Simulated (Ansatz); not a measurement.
Data:

End structure of a constructed model of the (110) surface of bcc Nb, a pseudomorphic layer of Zn in the host's stacking (bottom of the slab: a bare face, its two planes held):

```xyz
7
Lattice="2.8673 0.0000 0.0000 -0.9558 2.7033 0.0000 0.0000 0.0000 30.5000" Properties=species:S:1:pos:R:3 pbc="T T T"
Nb     0.9558     1.3517     8.1582
Nb     0.0000     0.0000    10.4993
Nb     0.9558     1.3517    12.8367
Nb     0.0000     0.0000    15.1801
Nb     0.9558     1.3517    17.5257
Nb     0.0000     0.0000    19.7945
Zn     0.9558     1.3517    21.9962
```

Set-up: 7 atoms, 14.2 Å thick at the start; mesh 14x14x1; 0.1 eV smearing; dipole correction on; single point; on the structure that PBE left under its start's symmetry; no spin, no spin-orbit, no U. It is one candidate, not shown to be the stable structure of the face.

Problem. What is the computed work function of the top face (r2SCAN, at the PBE geometry in Ansatz, a program for electronic structure)?

Solution. 4.42 eV
